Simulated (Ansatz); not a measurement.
PtGa₂ (Fm-3m, No. 225, 3 atoms in the cell; start mp-22095) was calculated with LDA in Ansatz (plane waves, PAW).

Numerical settings: plane-wave cutoff 520 eV, 16×16×16 k mesh, Fermi–Dirac smearing 0.05 eV, scalar-relativistic PAW data made under PBE.

Cell (relaxed at this level):

```cif
data_Ga8Pt4
_chemical_formula_sum 'Ga8 Pt4'
_space_group_name_H-M_alt 'Fm-3m'
_space_group_IT_number 225
_space_group_name_Hall '-F 4 2 3'
_cell_length_a 5.86883
_cell_length_b 5.86883
_cell_length_c 5.86883
_cell_angle_alpha 90.000
_cell_angle_beta 90.000
_cell_angle_gamma 90.000
loop_
_atom_site_label
_atom_site_type_symbol
_atom_site_symmetry_multiplicity
_atom_site_Wyckoff_symbol
_atom_site_fract_x
_atom_site_fract_y
_atom_site_fract_z
_atom_site_occupancy
Ga1 Ga 8 c 0.25000 0.25000 0.25000 1
Pt1 Pt 4 a 0.00000 0.00000 0.00000 1
```
(The calculation used a cell of 3 atoms; values per cell refer to that cell.)

**Question.** What does this level give for the bulk modulus B0?

**Answer.** 
* **bulk modulus B0**: 143 GPa

The run finds no gap.

Note: the bulk modulus is −V dP/dV from two relaxed cells at ±2 % in volume; the relaxation could not lower the start's symmetry, so the cell can be a saddle point above a distorted one.

Spin–orbit coupling is not included.

Static lattice: no zero-point or thermal effects.

It cost about 40 core-seconds (a rough figure) of CPU time.

A start named mp-… is a Materials Project structure, which need not be a measured phase.

Ansatz is an electronic-structure program.
